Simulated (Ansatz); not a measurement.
Gap of wurtzite InP, (0001) cell, strained to GaAs (InP held in this type, which need not be the stable form; held in plane at the lattice of GaAs), on one geometry relaxed at PBE.

Levels used, each named beside its values: r2SCAN (plane waves to 500 eV, PAW; Ansatz, a first-principles code); HSE06 (plane waves to 420 eV, PAW; Ansatz). Geometries and values that name no level are of the first. Spin–orbit coupling is left out. Its k-point mesh 9×9×5, Fermi–Dirac width 0.01 eV. HSE06 ran on meshes of its own (6×6×3); its edges and gaps are taken over the mesh and over extra points off it, mostly where PBE has its edges.

```tsv
level	gap (eV)
r2SCAN	…
HSE06	1.26
```

Task: Complete the blanks.

Result: 
- r2SCAN, gap (eV): 0.93
